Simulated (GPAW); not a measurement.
# GPAW run on KMg₆Ti (Amm2, 8 atoms in the cell): self-consistent single point

Computed with LDA (Perdew-Wang 92), GPAW PAW datasets LDA (gpaw-data 1.0.1) (plane waves; GPAW).

Input:

```python
from ase import Atoms
from ase.dft.kpoints import monkhorst_pack
from ase.units import GPa
from gpaw import GPAW, PW

atoms = Atoms(['K', 'Mg', 'Mg', 'Mg', 'Mg', 'Mg', 'Mg', 'Ti'],
              cell=[[5.280920, 0.000000, 0.000000],
                    [0.000000, 3.325350, 5.639710],
                    [0.000000, -3.325350, 5.639710]],
              positions=[[2.640460, -0.000000, 6.583459],
                         [0.000000, 1.739757, 7.540631],
                         [0.000000, -1.739757, 7.540631],
                         [0.000000, 0.000000, 4.582941],
                         [2.640460, 1.784183, 3.836131],
                         [2.640460, -1.784183, 3.836131],
                         [2.640460, 0.000000, 0.864229],
                         [0.000000, 0.000000, 10.333528]],
              pbc=True)

atoms.set_initial_magnetic_moments([0.0, 0.0, 0.0, 0.0, 0.0, 0.0, 0.0, 1.0])

calc = GPAW(spinpol=True,
            mode=PW(800),
            xc='LDA',
            kpts=monkhorst_pack((4, 3, 3)) + [0, 0.5 / 3, 0.5 / 3],
            occupations={'name': 'methfessel-paxton', 'width': 0.136, 'order': 0},
            nbands=-14,
            symmetry={'symmorphic': False, 'tolerance': 0.0005},
            maxiter=120,
            txt='-')

atoms.calc = calc

energy = atoms.get_potential_energy()
print('Energy (eV):', round(energy, 6))
forces = atoms.get_forces()
print('Forces (eV/Ang):')
print(forces.round(5))
stress = atoms.get_stress()
print('Stress (GPa, Voigt):', (stress / GPa).round(4))
```

The program printed (abridged):

```
Input parameters:
  kpts: [[-0.375      -0.16666667 -0.16666667],
         [-0.375      -0.16666667  0.16666667],
         [-0.375      -0.16666667  0.5       ],
         ...,
         [ 0.375       0.5        -0.16666667],
         [ 0.375       0.5         0.16666667],
         [ 0.375       0.5         0.5       ]]
  maxiter: 120
  mode: {ecut: 800.0,
         name: pw}
  nbands: -14
  occupations: {name: methfessel-paxton,
                order: 0,
                width: 0.136}
  spinpol: True
  symmetry: {symmorphic: False,
             tolerance: 0.0005}

species:
  K:
    name: Potassium
    Z: 19.0
    valence: 9
    core: 10
    charge: 0.0
    file: K.LDA.gz

    # Using partial waves for K as LCAO basis

  Mg:
    name: Magnesium
    Z: 12.0
    valence: 10
    core: 2
    charge: 0.0
    file: Mg.LDA.gz

    # Using partial waves for Mg as LCAO basis

  Ti:
    name: Titanium
    Z: 22.0
    valence: 12
    core: 10
    charge: 0.0
    file: Ti.LDA.gz

    # Using partial waves for Ti as LCAO basis

Reference energy: -72077.999145  # eV

Spin-polarized calculation.
Initial magnetic moment: 1.000000

Convergence criteria:
 Maximum [total energy] change in last 3 cyles: 0.0005 eV / valence electron
 Maximum integral of absolute [dens]ity change: 0.0001 electrons / valence electron
 Maximum integral of absolute [eigenst]ate change: 4e-08 eV^2 / valence electron
 Maximum number of scf [iter]ations: 120

Symmetries present (total): 4
Symmetries with fractional translations: 0
36 k-points: 4 x 3 x 3 Monkhorst-Pack grid + [0.000000,1/6,1/6]
8 k-points in the irreducible part of the Brillouin zone
       k-points in crystal coordinates                weights
   0:     0.12500000    0.16666667   -0.16666667          4/36
   1:     0.12500000    0.16666667    0.16666667          4/36
   2:     0.12500000    0.50000000    0.16666667          8/36
   3:     0.12500000    0.50000000    0.50000000          2/36
   4:     0.37500000    0.16666667   -0.16666667          4/36
   5:     0.37500000    0.16666667    0.16666667          4/36
   6:     0.37500000    0.50000000    0.16666667          8/36
   7:     0.37500000    0.50000000    0.50000000          2/36

Wave functions: Plane wave expansion
  Cutoff energy: 800.000 eV
  Number of coefficients (min, max): 10160, 10204
  Pulay-stress correction: 0.000000 eV/Ang^3 (de/decut=0.000000)

Occupation numbers: Methfessel-Paxton:
  width: 0.1360  # eV
  order: 0

Eigensolver

Densities:
  Coarse grid: 35*45*45 grid
  Fine grid: 70*90*90 grid
  Total Charge: 0.000000

Density mixing:
  Method: difference
  Backend: pulay
  Linear mixing parameter: 0.05
  old densities: 5
  Damping of long wavelength oscillations: 50

Hamiltonian:
  XC and Coulomb potentials evaluated on a 70*90*90 grid
  External potential:
    NoExternalPotential

Number of atoms: 8
Number of atomic orbitals: 66
Number of bands in calculation: 55
Number of valence electrons: 81
Bands to converge: occupied

Density initialized from atomic densities
  55 bands from LCAO basis set

Atomic positions and initial magnetic moments

Positions:
   0 K      2.640460   -0.000000    6.583459    ( 0.0000,  0.0000,  0.0000)
   1 Mg     0.000000    1.739757    7.540631    ( 0.0000,  0.0000,  0.0000)
   2 Mg     0.000000   -1.739757    7.540631    ( 0.0000,  0.0000,  0.0000)
   3 Mg     0.000000    0.000000    4.582941    ( 0.0000,  0.0000,  0.0000)
   4 Mg     2.640460    1.784183    3.836131    ( 0.0000,  0.0000,  0.0000)
   5 Mg     2.640460   -1.784183    3.836131    ( 0.0000,  0.0000,  0.0000)
   6 Mg     2.640460    0.000000    0.864229    ( 0.0000,  0.0000,  0.0000)
   7 Ti     0.000000    0.000000   10.333528    ( 0.0000,  0.0000,  1.0000)

Unit cell:
           periodic     x           y           z      points  spacing
  1. axis:    yes    5.280920    0.000000    0.000000    35     0.1509
  2. axis:    yes    0.000000    3.325350    5.639710    45     0.1273
  3. axis:    yes    0.000000   -3.325350    5.639710    45     0.1273

  Lengths:   5.280920   6.547082   6.547082
  Angles:   61.049871  90.000000  90.000000

Effective grid spacing dv^(1/3) = 0.1409

     iter     time        total  log10-change:  magmom
                         energy   eigst   dens
iter:   1 --:--:--   -18.758494                   +1.0088
iter:   2 --:--:--   -18.577246   -0.61  -1.40    +1.3441
iter:   3 --:--:--   -18.464256   -1.50  -1.51    +1.5524
iter:   4 --:--:--   -18.202802   -1.53  -1.56    +1.5737
iter:   5 --:--:--   -18.245690   -2.33  -1.93    +1.6085
iter:   6 --:--:--   -18.255384   -2.05  -2.03    +1.5903
iter:   7 --:--:--   -18.196808   -2.92  -2.09    +1.6245
iter:   8 --:--:--   -18.202789   -3.12  -2.72    +1.6256
iter:   9 --:--:--   -18.194061c  -3.74  -2.62    +1.6405
iter:  10 --:--:--   -18.194917c  -4.61  -3.18    +1.6608
iter:  11 --:--:--   -18.200515c  -4.85  -3.29    +1.7970
iter:  12 --:--:--   -18.206318c  -4.53  -3.10    +1.9407
iter:  13 --:--:--   -18.210910c  -3.84  -2.75    +2.2490
iter:  14 --:--:--   -18.209283c  -4.74  -2.47    +2.0957
   [... 14 lines left out ...]
iter:  29 --:--:--   -18.201658c  -6.34  -3.38    +1.9127
iter:  30 --:--:--   -18.201612c  -5.93  -3.53    +1.9105
iter:  31 --:--:--   -18.201612c  -5.88  -3.65    +1.9024
iter:  32 --:--:--   -18.201576c  -6.41  -3.72    +1.9044
iter:  33 --:--:--   -18.201510c  -6.40  -3.90    +1.9040
iter:  34 --:--:--   -18.201549c  -7.23  -4.07c   +1.9046
iter:  35 --:--:--   -18.201523c  -7.23  -4.07c   +1.9047
iter:  36 --:--:--   -18.201484c  -6.74  -4.22c   +1.9042
iter:  37 --:--:--   -18.201542c  -7.14  -4.25c   +1.9058
iter:  38 --:--:--   -18.201585c  -7.62c -4.51c   +1.9098

Converged after 38 iterations.

Dipole moment: (0.000000, 0.000000, 5.223274) |e|*Ang

Total magnetic moment: (0.000000, 0.000000, 1.909792)
Local magnetic moments:
   0 K  ( 0.000000,  0.000000, -0.002903)
   1 Mg ( 0.000000,  0.000000,  0.000930)
   2 Mg ( 0.000000,  0.000000,  0.000930)
   3 Mg ( 0.000000,  0.000000, -0.000940)
   4 Mg ( 0.000000,  0.000000,  0.004442)
   5 Mg ( 0.000000,  0.000000,  0.004442)
   6 Mg ( 0.000000,  0.000000,  0.004767)
   7 Ti ( 0.000000,  0.000000,  1.045563)

Energy contributions relative to reference atoms: (reference = -72077.999145)

Kinetic:        -16.319577
Potential:      +25.251000
External:        +0.000000
XC:             -25.865407
Entropy (-ST):   -0.047167
Local:           -1.244017
SIC:             +0.000000
--------------------------
Free energy:    -18.225169
Extrapolated:   -18.201585

Spin contamination: 0.099458 electrons
Showing only first 2 kpts
                      Up                     Down
 Kpt  Band  Eigenvalues  Occupancy  Eigenvalues  Occupancy
  0    38      2.88316    1.00000      3.35087    0.95266
  0    39      3.12359    0.99997      3.68495    0.03571
  0    40      3.20940    0.99916      3.72449    0.01342
  0    41      3.59308    0.19840      3.92645    0.00001

  1    38      2.52507    1.00000      2.76203    1.00000
  1    39      3.12101    0.99998      3.42612    0.81294
  1    40      3.23596    0.99792      3.85504    0.00018
  1    41      3.24924    0.99681      3.90915    0.00002

Fermi level: 3.51159

No gap
No difference between direct/indirect transitions
Energy (eV): -18.201585

Forces in eV/Ang:
  0 K     0.00000    0.00000   -0.00981
  1 Mg    0.00000    0.03488    0.00286
  2 Mg    0.00000   -0.03488    0.00286
  3 Mg    0.00000    0.00000   -0.00170
  4 Mg   -0.00000   -0.00400    0.00746
  5 Mg    0.00000    0.00400    0.00746
  6 Mg    0.00000    0.00000   -0.02666
  7 Ti    0.00000    0.00000    0.01687

Stress tensor:
     0.019905     0.000000     0.000000
     0.000000     0.015854     0.000000
     0.000000     0.000000     0.010307
Stress (GPa, Voigt): [3.1891 2.5401 1.6514 0.     0.     0.    ]
```

The run converged in 38 iterations. GPAW prints stress with tension positive.

The starting cell comes from a database of computed structures (which also holds hypothetical and non-ambient phases and stackings), without a prior relaxation at this level. With one magnetic atom in the cell only a parallel order is possible.

Cost on one core of a shared machine: roughly 9 min.
